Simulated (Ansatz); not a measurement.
Take K in the bcc (W type) structure (space group Im-3m, No. 229; a = 5.288 Å; relaxed with 0.1 eV smearing) as the base.

Structures relaxed with PBE, PAW, 420 eV (Ansatz, a quantum-chemistry and plane-wave program; without spin-orbit coupling).

Base:

Simulated powder pattern, Cu Kα, λ = 1.54184 Å (kinematic, ideal powder, no thermal factors, no anomalous dispersion; the 10 strongest lines at most, above 2 %, up to 2θ = 90°):

```json
[
 {"2θ (°)": "23.80", "I/Imax (%)": "100", "hkl": "(110)"},
 {"2θ (°)": "33.90", "I/Imax (%)": "19", "hkl": "(200)"},
 {"2θ (°)": "41.84", "I/Imax (%)": "39", "hkl": "(211)"},
 {"2θ (°)": "48.70", "I/Imax (%)": "12", "hkl": "(220)"},
 {"2θ (°)": "54.90", "I/Imax (%)": "16", "hkl": "(310)"},
 {"2θ (°)": "60.66", "I/Imax (%)": "3.7", "hkl": "(222)"},
 {"2θ (°)": "66.11", "I/Imax (%)": "17", "hkl": "(321)"},
 {"2θ (°)": "76.41", "I/Imax (%)": "7.9", "hkl": "(411)"},
 {"2θ (°)": "81.38", "I/Imax (%)": "4.4", "hkl": "(420)"},
 {"2θ (°)": "86.28", "I/Imax (%)": "3.9", "hkl": "(332)"}
]
```

The change: the cell is scaled by 0.9800 in all directions; the atoms relax in the strained cell.

Predict the new powder pattern.


Simulated powder pattern, Cu Kα, λ = 1.54184 Å (kinematic, ideal powder, no thermal factors, no anomalous dispersion; the 10 strongest lines at most, above 2 %, up to 2θ = 90°):

```tsv
2θ (°)	I/Imax (%)	hkl
24.29	100	(110)
34.62	19	(200)
42.74	38	(211)
49.76	12	(220)
56.12	15	(310)
62.04	3.6	(222)
67.64	16	(321)
78.27	7.8	(411)
83.41	4.4	(420)
88.49	3.9	(332)
```

The indices refer to the base's conventional cell; one index is shown for lines that coincide.

Whether these cells are dynamically stable was not tested.
